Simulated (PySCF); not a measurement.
PySCF 2.14.0, unrestricted BP86/def2-svp, df: In(F) cation ([F][In]), charge +1, multiplicity 2, 2 atoms. The geometry is a generated start, not checked to be a minimum at this level.

```json
{
 "task": "energy",
 "method": "bp86",
 "basis": "def2-svp",
 "two_electron_scheme": "density fitting",
 "mol.max_memory": "3000 MB",
 "mf.max_cycle": "100",
 "mf.init_guess": "minao (default)",
 "mf.conv_tol": "1e-09 (default)",
 "mf.grids.level": "3 (default)",
 "effective_core_potentials": "those of the basis set, past Kr",
 "basis_functions": "40",
 "grid_points": "36136"
}
```

```xyz
2

In    -0.5135    -0.4723    -0.7318
F      0.5135     0.4723     0.7318
```

Charge 1 and multiplicity 2 are set for this test and not shown to be the ground state.

With the defaults (mf.DIIS = CDIIS, mf.diis = true, newton = off, mf.diis_space = 8, mf.diis_damp = 0, mf.level_shift = 0) it converges in 14 Fock builds. One run each on 2 threads, 1 BLAS thread, with these changes:
- newton = Hessian by the SCF's own integrals
- mf.level_shift = 0.3 Hartree
- mf.diis_space = 3
- mf.DIIS = EDIIS
- mf.diis = false
- mf.diis_space = 20
- mf.diis_space = 5
- mf.diis_damp = 0.3
- mf.diis_space = 12

Question: Name the settings that don't reach the solution of the defaults.

Answer: No convergence: mf.DIIS = EDIIS; mf.diis = false (the run ends without SCF convergence in 100 cycles). Another solution: newton = Hessian by the SCF's own integrals (2400 meV higher). The rest reach the solution of the defaults.

```
setting                                      Fock builds                              end
-------------------------------------------  -----------  -------------------------------
the defaults                                          14                    same solution
mf.diis_space = 12                                    14                    same solution
mf.diis_space = 20                                    14                    same solution
mf.diis_space = 5                                     14                    same solution
mf.diis_damp = 0.3                                    14                    same solution
mf.diis_space = 3                                     16                    same solution
mf.level_shift = 0.3 Hartree                          26                    same solution
newton = Hessian by the SCF's own integrals           37  other solution, 2400 meV higher
mf.DIIS = EDIIS                                      101                   no convergence
mf.diis = false                                      101                   no convergence
```

Under newton the count holds the products with the orbital Hessian.
